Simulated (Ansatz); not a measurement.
The starting structures come from a database of crystals and need not be the phases stable at ambient conditions.

 Where the default PAW files enter, the runs use the earlier of Ansatz's two default sets.

Input:

```yaml
crystal:
  lattice:
    - [4.22147, 0.00000, 0.00000]
    - [0.00000, 6.81672, 0.00000]
    - [2.11074, 0.00000, 3.65590]
  atoms:
    - { symbol: Mg, position: [0.66667, 0.50169, 0.66667] }
    - { symbol: Mg, position: [0.33333, 0.00169, 0.33333] }
    - { symbol: Se, position: [0.66667, 0.12331, 0.66667] }
    - { symbol: Se, position: [0.33333, 0.62331, 0.33333] }
```

Space group of this cell: P6_3mc, wurtzite. The cell is taken as given.

Transport runs along the normal of the first two printed cell vectors, the (100) plane of the conventional cell.

No gap correction and no spin-orbit coupling; mid-gap values are interpolated between computed energies.

### Question
Compute, with PBEsol (Ansatz, a quantum-chemistry and plane-wave program), the band gap and the smallest decay constant κ at mid-gap.

### Answer
Gap 2.52 eV on a 8×6×8 mesh; κ = 0.179 1/Å, at the zone centre.
